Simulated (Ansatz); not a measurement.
Consider PbTe in the rock salt structure (space group Fm-3m, No. 225; a = 6.4424 Å).

Level of theory: Ansatz (a first-principles code) PBEsol, scalar-relativistic without spin-orbit coupling, earlier PAW set.

One change was made to it. Results:

```tsv
quantity	base	after
density	8.32 g/cm³	8.58 g/cm³
gap character	direct at L	direct at L
electron mass	0.26 mₑ along k, 0.098 mₑ across (at L)	0.24 mₑ along k, 0.097 mₑ across (at L)
band gap	0.65 eV	0.58 eV
```

Q: Name the change that was made.
A. pressure −1 GPa
B. pressure 1.5 GPa
C. pressure 7.5 GPa
D. pressure 3 GPa

A: B, pressure 1.5 GPa. For comparison, the band gap in the other runs: pressure −1 GPa gives 0.70 eV; pressure 3 GPa gives 0.51 eV; pressure 7.5 GPa gives 0.33 eV.

With Pb and Te present, leaving out spin-orbit coupling can change the band edges. Load acts through the strain it causes; cell and atoms are relaxed under it. Effective masses come from finite differences of ±0.01 Å⁻¹. Along k means along the line from Γ to the band edge. Whether these cells are dynamically stable was not tested. No other phases were tried under pressure.
